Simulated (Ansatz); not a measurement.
Output of an Ansatz run (abridged):

```
WARN ansatz: RAYON_NUM_THREADS=1 ignored (pool sized by the plan → 1); use --threads N
Pseudopotentials: kind: paw
Pseudopotential: La, paw, valence charge 11
Pseudopotential: Ge, paw, valence charge 14
Pseudopotential: Ir, paw, valence charge 17
Crystal: 5 atoms, lattice volume = 100.815 Å³
Basis set: ecut = 420 eV, 1985 PW (Γ)
Bands: 42, of which v1, the nominal top of the filled ones, is band 35 counted from 1 (34 counted from 0)
Symmetry: 8 space group operations
Space group: I4mm (ITA 107), of the structure as read, at distance tolerance 4.7e-5 Å
k-points: 59 of 512 (time reversal used)
PAW frozen core: La, regenerated for the run's functional, and the local potential with it
PAW frozen core: Ge, regenerated for the run's functional, and the local potential with it
PAW frozen core: Ir, regenerated for the run's functional, and the local potential with it
Initial density: superposition of atomic densities (neutral atoms: chi_scale 0, normalization atom), corrected by the library's trained network
Initial wavefunctions: pseudopotential atomic-orbital guess
Eigensolver: davidson
Functional: x = slater, c = lda
SCF iter   1: F=—  HF=-30390.467404 eV  |F-HF|=—  |Δ(HF+E_count)|=         —  Δρ=6.07e-3  dr2=2.19e-2  ethr=1.77e-3  ⟨swp⟩=5.5  Hψ=8019  notcnv=0
all-band conjugate gradients solve this SCF's bands
preconditioner: auto → Kerker (q_TF=auto, 2.567 Å⁻¹)
SCF iter   2: F=—  HF=-30390.463184 eV  |F-HF|=—  |Δ(HF+E_count)|=   4.22e-3  Δρ=3.31e-3  dr2=8.52e-3  ethr=3.13e-5  ⟨swp⟩=2.0  Hψ=5319  notcnv=0  defer=109
SCF iter   3: F=—  HF=-30390.461464 eV  |F-HF|=—  |Δ(HF+E_count)|=   1.72e-3  Δρ=1.16e-3  dr2=1.62e-3  ethr=1.22e-5  ⟨swp⟩=3.0  Hψ=4517  notcnv=0  defer=109
SCF iter   4: F=—  HF=-30390.460908 eV  |F-HF|=—  |Δ(HF+E_count)|=   5.56e-4  Δρ=3.33e-4  dr2=1.38e-4  ethr=2.32e-6  ⟨swp⟩=2.0  Hψ=4197  notcnv=0  defer=109
SCF iter   5: F=—  HF=-30390.460868 eV  |F-HF|=—  |Δ(HF+E_count)|=   4.01e-5  Δρ=1.11e-4  dr2=1.76e-5  ethr=1.97e-7  ⟨swp⟩=2.0  Hψ=4346  notcnv=0  defer=109
SCF iter   6: F=—  HF=-30390.460870 eV  |F-HF|=—  |Δ(HF+E_count)|=   2.07e-6  Δρ=4.57e-5  dr2=3.26e-6  ethr=2.52e-8  ⟨swp⟩=2.0  Hψ=4231  notcnv=0  defer=109
SCF iter   7: F=—  HF=-30390.460870 eV  |F-HF|=—  |Δ(HF+E_count)|=   6.56e-7  Δρ=1.56e-5  dr2=4.32e-7  ethr=4.65e-9  ⟨swp⟩=2.0  Hψ=4174  notcnv=0  defer=109
SCF iter   8: F=-30390.460870 eV  HF=-30390.460870 eV  |F-HF|=1.68e-8  |Δ(HF+E_count)|=   9.68e-8  Δρ=3.46e-6  dr2=2.13e-8  ethr=1.43e-10  ⟨swp⟩=10.6  Hψ=10931  notcnv=0
SCF 1 converged in 8 iterations: F = -30390.460870 eV  dr2 = 2.13e-8
SCF converged after 8 iterations
Free energy (F): -30390.460870 eV
Harris-Foulkes:  -30390.460870 eV  (|F-HF|=1.68e-8)
Internal energy: -30390.453751 eV  (E = F + TS)
E sigma→0 (E₀):  -30390.457310 eV
Entropy (-TS):   -0.007119 eV (-1.424 meV/atom)
Fermi energy:    13.626847 eV
--- Per-component energies (eV) ---
  E_band       = -534.249572
  E_kinetic    = 1152.682612
  E_local      = -9054.945103  (includes V_loc(G=0)·N_el)
  E_nonlocal   = 1443.302218
  E_hartree    = 3912.175334
  E_xc         = -632.445734
  E_vxc        = -645.358869  (∫ρ·V_xc dr)
  E_paw        = -20020.495793  (= ΣΔE_a)
  E_vpaw       = -1254.286062  (= ΣTr[D̂ρ^β])
  E_aug_tail   = 0.000947  (compensation charges beyond the density's cutoff)
  E_ewald      = -7197.187530
  E_core_change = 6.459297  (= ΣΔE_core)
  E_smearing   = -0.007119  (= −TS)
  E_closure    = -0.000000  (closes the sum)
  Σ components = -30390.460870   (vs F -30390.460870, Δ=0.00e0)
--- Forces (eV/Å), atoms counted from 1 ---
  atom   1  La     0.00000000    -0.00000000    -0.08170102
  atom   2  Ge     0.00000000    -0.00000000    -0.08804173
  atom   3  Ge    -0.00000000    -0.00000000    -0.08804173
  atom   4  Ge    -0.00000000    -0.00000000     0.17178005
  atom   5  Ir     0.00000000    -0.00000000     0.08591787
  max |Σ_I F_I| component: 8.66e-5 eV/Å
--- Stress (GPa, compression-positive) ---
       -5.875958       0.000000      -0.000000
        0.000000      -5.875958      -0.000000
       -0.000000      -0.000000      -5.967551
  P = ⅓ Tr σ = -5.9065 GPa (-59.065 kbar)
  The stress holds the Pulay correction. Without it, at fixed plane waves, as pw.x and ABINIT print it: P = -5.9344 GPa
--- Band table (eV; the first three rows and the last of 59) ---
  k-point 0: bands = ["-78.4884", "-35.3465", "-35.3465", "-35.3142", "-19.1838", "-11.1238", "-11.1072", "-11.0861", "-11.0846", "-11.0846", "-11.0075", "-11.0001", "-10.9853", "-10.9853", "-10.9780", "-10.9106", "-10.8894", "-10.8644", "-10.8503", [...]
  k-point 1: bands = ["-78.4884", "-35.3467", "-35.3467", "-35.3141", "-19.1809", "-11.1217", "-11.1000", "-11.0896", "-11.0835", "-11.0834", "-11.0149", "-10.9972", "-10.9900", "-10.9855", "-10.9775", "-10.9102", "-10.8889", "-10.8659", "-10.8508", [...]
  k-point 2: bands = ["-78.4884", "-35.3472", "-35.3472", "-35.3138", "-19.1743", "-11.1170", "-11.0973", "-11.0826", "-11.0822", "-11.0812", "-11.0334", "-11.0002", "-10.9892", "-10.9857", "-10.9760", "-10.9092", "-10.8862", "-10.8684", "-10.8529", [...]
  k-point 58: bands = ["-78.4884", "-35.3465", "-35.3465", "-35.3143", "-19.1823", "-11.1249", "-11.1069", "-11.0859", "-11.0846", "-11.0846", "-11.0075", "-10.9972", "-10.9852", "-10.9852", "-10.9793", "-10.9108", "-10.8888", "-10.8654", [...]
```

The structure:

```
CELL_PARAMETERS angstrom
     -2.23029     2.23029     5.06692
      2.23029    -2.23029     5.06692
      2.23029     2.23029    -5.06692
ATOMIC_POSITIONS crystal
  La 0.57853 0.57853 0.00000
  Ge 0.34263 0.84263 0.50000
  Ge 0.84263 0.34263 0.50000
  Ge 0.00049 0.00049 0.00000
  Ir 0.23877 0.23877 0.00000
```

Q: Reconstruct the input of this run.

A: Other spellings and defaults could give the same log, and not every line can be read from it. The input that was run (DFT, LDA (PW92), plane waves, default PAW files made with PBE):

Ansatz 0.2 input:
```yaml
# LaGe3Ir
crystal:
  lattice:
    - [-2.230286, 2.230286, 5.066920]
    - [2.230286, -2.230286, 5.066920]
    - [2.230286, 2.230286, -5.066920]
  atoms:
    - { symbol: La, position: [0.578530, 0.578530, 0.000000] }
    - { symbol: Ge, position: [0.342630, 0.842630, 0.500000] }
    - { symbol: Ge, position: [0.842630, 0.342630, 0.500000] }
    - { symbol: Ge, position: [0.000490, 0.000490, 0.000000] }
    - { symbol: Ir, position: [0.238770, 0.238770, 0.000000] }
basis:
  ecutwfc: 420.0
kpoints:
  mp_grid: { grid: [8, 8, 8] }
hamiltonian:
  xc: lda
  pseudopotentials: { kind: paw }
scf:
  occupations: { method: gaussian, width: 0.1 }
output:
  forces: true
  eigenvalues: true
  stress: true
```

The starting cell comes from a database of computed structures (which also holds hypothetical and non-ambient phases and stackings), without a prior relaxation at this level. Its lattice was rescaled by up to half a per cent. Spin-orbit coupling is off. Spin polarisation is off. With a pressure of about -6 GPa the cell is away from its equilibrium volume at this level. Ansatz's pressure includes its estimate of the finite-basis (Pulay) stress.

Ansatz is a program for electronic structure.
